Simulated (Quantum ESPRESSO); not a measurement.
Quantum ESPRESSO run on Nb3B4 (Immm, 7 atoms in the cell): self-consistent single point.

Method: LDA (PZ), GBRV 1.5 ultrasoft (LDA) pseudopotentials (plane waves; Quantum ESPRESSO).

```yaml
crystal:
  lattice:
    - [1.54071, 1.61958, 6.91196]
    - [-1.54071, 1.61958, 6.91196]
    - [-1.54071, -1.61958, 6.91196]
  atoms:
    - { symbol: Nb, position: [0.68476, 0.50000, 0.18476] }
    - { symbol: Nb, position: [0.31524, 0.50000, 0.81524] }
    - { symbol: Nb, position: [0.00000, 0.00000, 0.00000] }
    - { symbol: B, position: [0.43557, 0.00000, 0.43557] }
    - { symbol: B, position: [0.56443, 0.00000, 0.56443] }
    - { symbol: B, position: [0.86766, 0.50000, 0.36766] }
    - { symbol: B, position: [0.13234, 0.50000, 0.63234] }
```

Reference input (self-consistent single point, DFT, LDA (PZ), plane waves, GBRV 1.5 ultrasoft (LDA) pseudopotentials): ecutwfc = 40 Ry; ecutrho = 320 Ry; occupations = smearing; smearing = cold; degauss = 0.019992 Ry; potentials = {Nb: nb_lda_v1.uspp.F.UPF, B: b_lda_v1.4.uspp.F.UPF}; K_POINTS = automatic 8 8 8 0 0 0; conv_thr = 1e-09 Ry; mixing_beta = 0.7. This run's input differs from it in these lines:

```diff
@@ -17,4 +17,4 @@
  occupations = 'smearing'
- smearing = 'cold'
- degauss = 0.019992
+ smearing = 'fd'
+ degauss = 0.0147
 /
```

Output (repeated stretches shortened):

```
     Self-consistent Calculation

     iteration #  1     ecut=    40.00 Ry     beta= 0.70

     total energy              =    -379.29389099 Ry
     estimated scf accuracy    <       1.89150698 Ry

     iteration #  2     ecut=    40.00 Ry     beta= 0.70

     total energy              =    -379.40908552 Ry
     estimated scf accuracy    <       3.78647706 Ry

     iteration #  3     ecut=    40.00 Ry     beta= 0.70

     total energy              =    -379.82392545 Ry
     estimated scf accuracy    <       4.13680275 Ry

   [... 8 blocks of this kind left out ...]

     iteration # 12     ecut=    40.00 Ry     beta= 0.70

     total energy              =    -380.24662393 Ry
     estimated scf accuracy    <          2.1E-09 Ry

     iteration # 13     ecut=    40.00 Ry     beta= 0.70
     End of self-consistent calculation

     the Fermi energy is    19.1511 ev

!    total energy              =    -380.24662393 Ry
     estimated scf accuracy    <          9.1E-11 Ry
     smearing contrib. (-TS)   =      -0.01860810 Ry
     internal energy E=F+TS    =    -380.22801582 Ry

     convergence has been achieved in  13 iterations

     Forces acting on atoms (cartesian axes, Ry/au):

     atom    1 type  1   force =     0.00000000    0.00000000    0.01064719
     atom    2 type  1   force =     0.00000000   -0.00000000   -0.01064719
     atom    3 type  1   force =     0.00000000    0.00000000    0.00000000
     atom    4 type  2   force =     0.00000000    0.00000000    0.00361224
     atom    5 type  2   force =     0.00000000   -0.00000000   -0.00361224
   [... lines left out ...]

     Total force =     0.015902     Total SCF correction =     0.000045

          total   stress  (Ry/bohr**3)                   (kbar)     P=       88.27
   0.00061291   0.00000000   0.00000000           90.16        0.00        0.00
   0.00000000   0.00057640   0.00000000            0.00       84.79        0.00
   0.00000000  -0.00000000   0.00061074            0.00       -0.00       89.84

   JOB DONE.
```

The run converged in 13 iterations. Against the reference run the free energy falls by 18.3 meV/atom, the pressure goes from 8.53 to 8.83 GPa and the largest force moves little (0.279 to 0.274 eV/Å).

The starting cell comes from a database of computed structures (which also holds hypothetical and non-ambient phases and stackings), without a prior relaxation at this level. Its lattice was rescaled by a random factor within 2.5 % of one. Spin polarisation is off. With a pressure of about 9 GPa the cell is away from its equilibrium volume at this level.

Cost on one core of a shared machine: roughly 9 min.
